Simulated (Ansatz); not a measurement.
Consider PtTe2 (space group P-3m1, No. 164; layered; relaxed with 0.1 eV smearing).

```
PtTe2
1.0
    4.05264     0.00000     0.00000
   -2.02632     3.50969     0.00000
    0.00000     0.00000     5.09694
Te Pt
2 1
Direct
  0.33333   0.66667   0.26692
  0.66667   0.33333   0.73308
  0.00000   0.00000   0.00000
```

Cartesian axes are those of the cell as printed.

Calculations: PBE-D3(BJ) (Ansatz, a quantum-chemistry and plane-wave program), no spin-orbit coupling.

Strains are applied to the cell and any free atomic positions relax; under biaxial strain the out-of-plane vector relaxes too.

One change was made to it. Results:

```json
[
 {"quantity": "pressure (mean of the normal stresses, compression positive)", "base": "0.0 GPa", "after": "-2.6 GPa"},
 {"quantity": "volume per atom", "base": "24.17 Å³", "after": "24.66 Å³"}
]
```

Problem. What was done to the base?
A) biaxial strain +2.00 %, plane normal [001], relaxed out of plane
B) biaxial strain −0.50 %, plane normal [001], relaxed out of plane
C) biaxial strain +1.00 %, plane normal [001], relaxed out of plane
D) biaxial strain +2.50 %, plane normal [001], relaxed out of plane

Solution. D, biaxial strain +2.50 %, plane normal [001], relaxed out of plane. For comparison, the volume per atom in the other runs: biaxial strain +2.00 %, plane normal [001], relaxed out of plane gives 24.56 Å³; biaxial strain +1.00 %, plane normal [001], relaxed out of plane gives 24.36 Å³; biaxial strain −0.50 %, plane normal [001], relaxed out of plane gives 24.07 Å³.

No phonon test of stability was made. All final runs are without spin polarisation.
